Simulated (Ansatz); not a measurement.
Converging the k-point mesh at a smearing width of 0.05 eV: TiAl (P4mm, 2 atoms in the cell)

```
TiAl
1.0
    3.16316     0.00000     0.00000
    0.00000     3.16316     0.00000
    0.00000     0.00000     3.16316
Ti Al
1 1
Direct
  0.00000   0.00000   0.01581
  0.50000   0.50000   0.50000
```

Method of the run: PBEsol, default PAW files made with PBE (plane waves; Ansatz, a quantum-chemistry and plane-wave program).

Base settings: basis.ecutwfc = 420 eV; kpoints.mp_grid.grid = 10 10 10; hamiltonian.xc = pbesol; hamiltonian.pseudopotentials = {kind: paw} (the program's default PAW files); scf.occupations.method = gaussian; scf.occupations.width = 0.1 eV.

In this ladder: scf.occupations.width = 0.05 eV.

The second cell is the first with its lattice scaled by 0.98.

Only quantities that move along the ladder and can be compared are tabulated.

The count of work is k-points × plane waves × bands × iterations; it is no time. 

The starting cell comes from a database of computed structures (which also holds hypothetical and non-ambient phases and stackings), without a prior relaxation at this level. Its lattice was rescaled by up to half a per cent. One atom was moved a little off its site on purpose. Spin polarisation is off. Ansatz's pressure includes its estimate of the finite-basis (Pulay) stress.

```csv
kpoints.mp_grid.grid,free energy less the last step's (meV/atom),energy of the compressed cell less the first (meV/atom),pressure (GPa),largest difference of a force vector from the last step's (eV/Å),count of work / last
4 4 4,-3.09,25.99,0.53,0.012,0.015
5 5 5,-1.19,18.28,-0.65,0.005,0.015
7 7 7,-6.54,17.11,-0.83,0.001,0.034
8 8 8,3.29,17.74,-0.70,0.001,0.063
9 9 9,0.48,18.47,-0.61,0.002,0.063
11 11 11,1.53,16.87,-0.85,0.001,0.11
14 14 14,-0.42,17.71,-0.71,0.000,0.24
17 17 17,-0.10,17.70,-0.72,0.000,0.34
20 20 20,0.43,17.76,-0.70,0.000,0.61
25 25 25,0.00,17.72,-0.71,0.000,1.0
```

Coarsest kpoints.mp_grid.grid that holds the free energy within 1 meV/atom of the last step, with all finer ones: 14 14 14, at 0.24 of the last step's count of work; the step before is off by 1.5 meV/atom.

Coarsest kpoints.mp_grid.grid that holds the energy of the compressed cell less the first within 0.5 meV/atom of the last step, with all finer ones: 14 14 14, at 0.24 of the last step's count of work; the step before is off by 0.85 meV/atom.

Coarsest kpoints.mp_grid.grid that holds the pressure within 1 GPa of the last step, with all finer ones: 5 5 5, at 0.015 of the last step's count of work; the step before is off by 1.2 GPa.

The energy difference between the two cells stays within 1 meV/atom of the last step's from 5 5 5 on, the total only from 14 14 14 on: much of the error is common to both cells and cancels.

Keys are those of Ansatz 0.2.
